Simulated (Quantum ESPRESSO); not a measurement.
One base run on BaS4O13 (C2/c, 36 atoms in the cell) and variants with one or two settings moved

```yaml
crystal:
  lattice:
    - [4.64269, -5.91703, 0.00000]
    - [4.64269, 5.91703, 0.00000]
    - [-1.35459, 0.00000, 9.47431]
  atoms:
    - { symbol: Ba, position: [0.19695, 0.80305, 0.75000] }
    - { symbol: Ba, position: [0.80305, 0.19695, 0.25000] }
    - { symbol: S, position: [0.57591, 0.23149, 0.61723] }
    - { symbol: S, position: [0.42409, 0.76851, 0.38277] }
    - { symbol: S, position: [0.76851, 0.42409, 0.88277] }
    - { symbol: S, position: [0.23149, 0.57591, 0.11723] }
    - { symbol: S, position: [0.19781, 0.28867, 0.57649] }
    - { symbol: S, position: [0.80219, 0.71133, 0.42351] }
    - { symbol: S, position: [0.71133, 0.80219, 0.92351] }
    - { symbol: S, position: [0.28867, 0.19781, 0.07649] }
    - { symbol: O, position: [0.51067, 0.05959, 0.66924] }
    - { symbol: O, position: [0.48933, 0.94041, 0.33076] }
    - { symbol: O, position: [0.94041, 0.48933, 0.83076] }
    - { symbol: O, position: [0.05959, 0.51067, 0.16924] }
    - { symbol: O, position: [0.73654, 0.25902, 0.54616] }
    - { symbol: O, position: [0.26346, 0.74098, 0.45384] }
    - { symbol: O, position: [0.74098, 0.26346, 0.95384] }
    - { symbol: O, position: [0.25902, 0.73654, 0.04616] }
    - { symbol: O, position: [0.60933, 0.39067, 0.75000] }
    - { symbol: O, position: [0.39067, 0.60933, 0.25000] }
    - { symbol: O, position: [0.42816, 0.29166, 0.52862] }
    - { symbol: O, position: [0.57184, 0.70834, 0.47138] }
    - { symbol: O, position: [0.70834, 0.57184, 0.97138] }
    - { symbol: O, position: [0.29166, 0.42816, 0.02862] }
    - { symbol: O, position: [0.23779, 0.44875, 0.67637] }
    - { symbol: O, position: [0.76221, 0.55125, 0.32363] }
    - { symbol: O, position: [0.55125, 0.76221, 0.82363] }
    - { symbol: O, position: [0.44875, 0.23779, 0.17637] }
    - { symbol: O, position: [0.11803, 0.30463, 0.43890] }
    - { symbol: O, position: [0.88197, 0.69537, 0.56110] }
    - { symbol: O, position: [0.69537, 0.88197, 0.06110] }
    - { symbol: O, position: [0.30463, 0.11803, 0.93890] }
    - { symbol: O, position: [0.14309, 0.11471, 0.62946] }
    - { symbol: O, position: [0.85691, 0.88529, 0.37054] }
    - { symbol: O, position: [0.88529, 0.85691, 0.87054] }
    - { symbol: O, position: [0.11471, 0.14309, 0.12946] }
```

Base run A: PBEsol, GBRV 1.5 ultrasoft (PBESOL) pseudopotentials (Quantum ESPRESSO 7.5), self-consistent single point.

Its settings: ecutwfc = 40 Ry; ecutrho = 200 Ry; occupations = smearing; smearing = gauss; degauss = 0.00147 Ry; potentials = {Ba: ba_pbesol_v1.uspp.F.UPF, S: s_pbesol_v1.4.uspp.F.UPF, O: o_pbesol_v1.2.uspp.F.UPF}; K_POINTS = automatic 2 2 2 0 0 0; conv_thr = 1e-11 Ry; mixing_beta = 0.7.

The starting cell comes from a database of computed structures (which also holds hypothetical and non-ambient phases and stackings), without a prior relaxation at this level. In the base run, with a pressure of about 4 GPa the cell is away from its equilibrium volume at this level. In the base run, forces exceed 1 eV/Å.

ΔF is the free energy per atom less that of run A. 

Run A gave: pressure (GPa) 3.80; largest force (eV/Å) 1.099; gap on the mesh (eV) 5.176; k-points 6.

Runs:
- B: K_POINTS = automatic 1 1 1 0 0 0
- C: K_POINTS = automatic 2 2 1 0 0 0

Q: What does run B change against A?

A: The free energy rises by 11.4 meV/atom, the pressure moves little (3.80 to 3.84 GPa), the largest force goes from 1.099 to 1.112 eV/Å and the gap on the mesh moves little (5.176 to 5.168 eV).

```json
[
 {"run": "A", "ΔF (meV/atom)": "0.00", "pressure (GPa)": "3.80", "largest force (eV/Å)": "1.099", "gap on the mesh (eV)": "5.176", "k-points": "6"},
 {"run": "B", "ΔF (meV/atom)": "11.4", "pressure (GPa)": "3.84", "largest force (eV/Å)": "1.112", "gap on the mesh (eV)": "5.168", "k-points": "1"},
 {"run": "C", "ΔF (meV/atom)": "0.13", "pressure (GPa)": "3.80", "largest force (eV/Å)": "1.102", "gap on the mesh (eV)": "5.175", "k-points": "3"}
]
```
